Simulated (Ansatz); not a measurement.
**A computed series for NbAgO3: pressure series**

Base system: NbAgO$_{3}$ in the cubic perovskite structure (space group Pm-3m, No. 221; a = 3.950 Å; a cell from a computed database, its experimental status unchecked).

Cell and atoms are relaxed at each pressure.

Method: PBEsol/PAW in Ansatz (a program for electronic structure), spin-orbit coupling left out.

```json
[
 {"change": "base", "band gap": "1.40 eV", "density": "6.70 g/cm³", "shortest interatomic distance": "3.732 bohr"},
 {"change": "pressure −2 GPa", "band gap": "1.39 eV", "density": "6.64 g/cm³", "shortest interatomic distance": "3.744 bohr"},
 {"change": "pressure −1 GPa", "band gap": "1.39 eV", "density": "6.67 g/cm³", "shortest interatomic distance": "3.738 bohr"},
 {"change": "pressure 0.7 GPa", "band gap": "1.40 eV", "density": "6.73 g/cm³", "shortest interatomic distance": "3.728 bohr"},
 {"change": "pressure 1.5 GPa", "band gap": "1.41 eV", "density": "6.75 g/cm³", "shortest interatomic distance": "3.723 bohr"},
 {"change": "pressure 3 GPa", "band gap": "___", "density": "___", "shortest interatomic distance": "___"},
 {"change": "pressure 5 GPa", "band gap": "1.43 eV", "density": "6.86 g/cm³", "shortest interatomic distance": "3.704 bohr"},
 {"change": "pressure 7.5 GPa", "band gap": "1.44 eV", "density": "6.93 g/cm³", "shortest interatomic distance": "3.691 bohr"},
 {"change": "pressure 10 GPa", "band gap": "1.45 eV", "density": "7.00 g/cm³", "shortest interatomic distance": "3.678 bohr"}
]
```

Problem. Fill in the withheld entries from the trend.

Solution. 
- pressure 3 GPa, band gap: 1.42 eV
- pressure 3 GPa, density: 6.80 g/cm³
- pressure 3 GPa, shortest interatomic distance: 3.715 bohr

Load acts through the strain it causes; cell and atoms are relaxed under it. Stability against distortions was not tested. No other phases were tried under pressure. Many cubic perovskites are stable only at high temperature; tilts and polar distortions were not tested.
